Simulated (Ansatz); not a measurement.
# TiS2 under a change: Ti → Sn

Take TiS₂ in the CdI2 type structure (space group P-3m1, No. 164; a = 3.360 Å, c = 5.523 Å; layered, stacked along the Cartesian z axis) as the base.

The change: full substitution Ti → Sn, then cell and atoms are relaxed.

Method: PBE-D3(BJ) (Ansatz, a first-principles code), no SOC, earlier PAW set. Settings: 10×10×6 k-points, 0.05 eV Fermi–Dirac smearing, for the changed cell.

```tsv
quantity	base	changed	shift
volume per atom	18.00 Å³	22.57 Å³	+4.57 Å³
density	3.44 g/cm³	4.48 g/cm³	+1.04 g/cm³
lattice parameter a	3.360 Å	3.670 Å	+0.3090 Å
c/a ratio	1.643	1.582	-0.061
shortest interatomic distance	2.409 Å	2.583 Å	+0.174 Å
band gap	zero	1.27 eV	–
gap character	absent	indirect, K–Γ (87 % along) → k = (0, 0.400, 1/3) in the run's primitive reciprocal basis	–
```

Whether these cells are dynamically stable was not tested. The final runs are not spin-polarised. A zero or small gap of TiS2 can be the functional's error rather than a property of the material.
